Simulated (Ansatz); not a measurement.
Start from Nb in the bcc (W type) structure (space group Im-3m, No. 229; a = 3.304 Å; relaxed with 0.1 eV smearing).

Method: plane-wave PAW DFT at the r2SCAN level (Ansatz, a program for electronic structure, 500 eV), scalar-relativistic without spin-orbit coupling.

For the base:

```
Quantity   Result
--------  -------
Pressure  0.0 GPa
```

Modification: every lattice vector is shortened by 5.10 %; the atoms relax in the strained cell.

Question: What happens to the energy relative to the base and pressure?

Answer: The energy increases by 0.261 eV/atom; the pressure goes from zero to 36.0 GPa.

Stability against distortions was not tested. The final runs are not spin-polarised.
